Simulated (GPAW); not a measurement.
# GPAW run on GaSn3 (I4/mmm, 4 atoms in the cell): self-consistent single point

Method of the run: LDA (Perdew-Wang 92), GPAW PAW datasets LDA (gpaw-data 1.0.1) (plane waves; GPAW).

Input as run:

```python
from ase import Atoms
from ase.units import GPa
from gpaw import GPAW

atoms = Atoms(['Ga', 'Sn', 'Sn', 'Sn'],
              cell=[[-2.272405, 2.272405, 4.910735],
                    [2.272405, -2.272405, 4.910735],
                    [2.272405, 2.272405, -4.910735]],
              positions=[[0.000000, 0.000000, 0.000000],
                         [0.000000, 2.272405, 2.455367],
                         [2.272405, 0.000000, 2.455367],
                         [0.000000, 0.000000, 4.910735]],
              pbc=True)

calc = GPAW(mode={'name': 'pw', 'ecut': 600},
            xc='LDA',
            kpts=(5, 5, 5),
            occupations={'name': 'methfessel-paxton', 'width': 0.272, 'order': 1},
            nbands=-12,
            symmetry={'symmorphic': False, 'tolerance': 0.0005},
            maxiter=100)

atoms.calc = calc

energy = atoms.get_potential_energy()
print('Energy (eV):', round(energy, 6))
forces = atoms.get_forces()
print('Forces (eV/Ang):')
print(forces.round(5))
stress = atoms.get_stress()
print('Stress (GPa, Voigt):', (stress / GPa).round(4))
```

The program printed (abridged):

```
Input parameters:
  kpts: [5 5 5]
  maxiter: 100
  mode: {ecut: 600,
         name: pw}
  nbands: -12
  occupations: {name: methfessel-paxton,
                order: 1,
                width: 0.272}
  symmetry: {symmorphic: False,
             tolerance: 0.0005}

species:
  Ga:
    name: Gallium
    Z: 31.0
    valence: 3
    core: 28
    charge: 0.0
    file: Ga.LDA.gz

    # Using partial waves for Ga as LCAO basis

  Sn:
    name: Tin
    Z: 50.0
    valence: 14
    core: 36
    charge: 0.0
    file: Sn.LDA.gz

    # Using partial waves for Sn as LCAO basis

Reference energy: -556404.816536  # eV

Spin-paired calculation

Convergence criteria:
 Maximum [total energy] change in last 3 cyles: 0.0005 eV / valence electron
 Maximum integral of absolute [dens]ity change: 0.0001 electrons / valence electron
 Maximum integral of absolute [eigenst]ate change: 4e-08 eV^2 / valence electron
 Maximum number of scf [iter]ations: 100

Symmetries present (total): 16
Symmetries with fractional translations: 0
125 k-points: 5 x 5 x 5 Monkhorst-Pack grid
18 k-points in the irreducible part of the Brillouin zone
       k-points in crystal coordinates                weights
   0:     0.00000000    0.00000000    0.00000000          1/125
   1:     0.20000000   -0.20000000    0.00000000          4/125
   2:     0.20000000   -0.20000000    0.20000000          4/125
   [... 7 lines left out ...]
          ...
  17:     0.40000000    0.40000000    0.40000000          8/125

Wave functions: Plane wave expansion
  Cutoff energy: 600.000 eV
  Number of coefficients (min, max): 3356, 3419
  Pulay-stress correction: 0.000000 eV/Ang^3 (de/decut=0.000000)

Occupation numbers: Methfessel-Paxton:
  width: 0.2720  # eV
  order: 1

Eigensolver

Densities:
  Coarse grid: 35*35*35 grid
  Fine grid: 70*70*70 grid
  Total Charge: 0.000000

Density mixing:
  Method: separate
  Backend: pulay
  Linear mixing parameter: 0.05
  old densities: 5
  Damping of long wavelength oscillations: 50

Hamiltonian:
  XC and Coulomb potentials evaluated on a 70*70*70 grid
  External potential:
    NoExternalPotential

Number of atoms: 4
Number of atomic orbitals: 31
Number of bands in calculation: 34
Number of valence electrons: 45
Bands to converge: occupied

Density initialized from atomic densities
  31 bands from LCAO basis set
  3 bands from random numbers

Atomic positions and initial magnetic moments

Positions:
   0 Ga     0.000000    0.000000    0.000000    ( 0.0000,  0.0000,  0.0000)
   1 Sn     0.000000    2.272405    2.455367    ( 0.0000,  0.0000,  0.0000)
   2 Sn     2.272405    0.000000    2.455367    ( 0.0000,  0.0000,  0.0000)
   3 Sn     0.000000    0.000000    4.910735    ( 0.0000,  0.0000,  0.0000)

Unit cell:
           periodic     x           y           z      points  spacing
  1. axis:    yes   -2.272405    2.272405    4.910735    35     0.1178
  2. axis:    yes    2.272405   -2.272405    4.910735    35     0.1178
  3. axis:    yes    2.272405    2.272405   -4.910735    35     0.0918

  Lengths:   5.868813   5.868813   5.868813
  Angles:  134.439214 134.439214  66.402794

Effective grid spacing dv^(1/3) = 0.1332

     iter     time        total  log10-change:
                         energy   eigst   dens
iter:   1 --:--:--   -17.561845
iter:   2 --:--:--   -17.579972   -1.47  -1.71
iter:   3 --:--:--   -17.526644   -2.24  -1.73
iter:   4 --:--:--   -17.536336   -3.08  -2.18
iter:   5 --:--:--   -17.524798c  -4.05  -2.58
iter:   6 --:--:--   -17.525346c  -5.43  -2.98
iter:   7 --:--:--   -17.523722c  -4.87  -3.01
iter:   8 --:--:--   -17.523287c  -4.70  -3.28
iter:   9 --:--:--   -17.523271c  -6.16  -3.55
iter:  10 --:--:--   -17.523290c  -6.23  -3.51
iter:  11 --:--:--   -17.523291c  -6.57  -3.81
iter:  12 --:--:--   -17.523287c  -7.20  -3.86
iter:  13 --:--:--   -17.523323c  -6.48  -3.78
iter:  14 --:--:--   -17.523303c  -5.93  -3.77
iter:  15 --:--:--   -17.523303c  -7.30  -3.80
iter:  16 --:--:--   -17.523281c  -6.25  -3.80
iter:  17 --:--:--   -17.523279c  -7.33  -4.12c
iter:  18 --:--:--   -17.523280c  -7.78c -4.08c

Converged after 18 iterations.

Dipole moment: (-0.000000, -0.000000, -0.000007) |e|*Ang

Energy contributions relative to reference atoms: (reference = -556404.816536)

Kinetic:        +14.157608
Potential:      -13.383613
External:        +0.000000
XC:             -18.309655
Entropy (-ST):   +0.008867
Local:           +0.006469
SIC:             +0.000000
--------------------------
Free energy:    -17.520324
Extrapolated:   -17.523280

Showing only first 2 kpts
 Kpt  Band  Eigenvalues  Occupancy
  0    20      4.92614    2.00000
  0    21      4.92614    2.00000
  0    22      5.57934    2.00001
  0    23      5.57934    2.00001

  1    20      3.68302    2.00000
  1    21      3.80287    2.00000
  1    22      6.21881    2.07091
  1    23      7.77442   -0.00000

Fermi level: 6.55089

No gap
No difference between direct/indirect transitions
Energy (eV): -17.52328

Forces in eV/Ang:
  0 Ga   -0.00000   -0.00000    0.00000
  1 Sn   -0.00000   -0.00000    0.00000
  2 Sn   -0.00000   -0.00000    0.00000
  3 Sn    0.00000    0.00000   -0.00000

Stress tensor:
     0.017226     0.000000    -0.000000
     0.000000     0.017226    -0.000000
    -0.000000    -0.000000     0.022182
Stress (GPa, Voigt): [ 2.7599  2.7599  3.5539 -0.     -0.      0.    ]
```

The run converged in 18 iterations. GPAW prints stress with tension positive.

The starting cell comes from a database of computed structures (which also holds hypothetical and non-ambient phases and stackings), without a prior relaxation at this level. With a pressure of about -3 GPa the cell is away from its equilibrium volume at this level.

Cost on one core of a shared machine: roughly 50 s.
